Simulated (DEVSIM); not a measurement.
Structure: Al/Al2O3/SiO2/p-Si capacitor, at 300 K.

```tsv
layer (left to right)	material	thickness (nm)	Na (cm⁻³)
1	Al2O3	12.0	-
2	SiO2	0.610	-
3	Si	4000	2.1e16
```

Metal gate on the left, work function 4.1 eV. Fixed charge at the semiconductor interface 1.8e12 cm⁻² (in units of +e); interface traps 6.8e10 cm⁻² eV⁻¹, uniform in energy, neutral level at 0.7 of the gap above the valence band.

Constants are typed, rounded textbook-type inputs, not results; the design itself was drawn at random and stands for no fabricated device. Values at 300 K; Nc and Nv go as T^1.5, mobilities as T to minus their exponent, the gap by Varshni's rule with the affinity fixed.

| parameter | Al2O3 | SiO2 | Si |
|---|---|---|---|
| gap (eV) | 6.8 | 9 | 1.124 |
| affinity (eV) | 1.35 | 0.9 | 4.05 |
| permittivity | 9 | 3.9 | 11.7 |
| Nc (cm⁻³) | - | - | 2.86e19 |
| Nv (cm⁻³) | - | - | 3.1e19 |
| Varshni α (eV/K) | - | - | 0.000473 |
| Varshni β (K) | - | - | 636 |

DEVSIM, 1D Poisson equation in equilibrium, Boltzmann statistics, complete ionisation; no quantum confinement or tunnelling. Metal contacts follow the ideal Schottky-Mott rule: no Fermi-level pinning, no interface dipoles.

Base results: threshold voltage (band bending 2φF) (V) -0.50; capacitance of the dielectric stack (μF/cm²) 0.594; minimum of the low-frequency capacitance (μF/cm²) 0.0586; flat-band voltage (V) -1.38.

**Question.** What follows from this one change: temperature 300 → 350 K?

**Answer.** threshold voltage (band bending 2φF) -0.50 → -0.54 V; capacitance of the dielectric stack little changed (0.594 μF/cm²); minimum of the low-frequency capacitance 0.0586 → 0.0635 μF/cm²; flat-band voltage -1.38 → -1.33 V.

**Question.** What follows from this one change: interface trap density 6.8e+10 → 2e+12 cm^-2 eV^-1?

**Answer.** threshold voltage (band bending 2φF) -0.50 → -0.42 V; capacitance of the dielectric stack little changed (0.594 μF/cm²); minimum of the low-frequency capacitance 0.0586 → 0.230 μF/cm²; flat-band voltage -1.38 → -1.69 V.
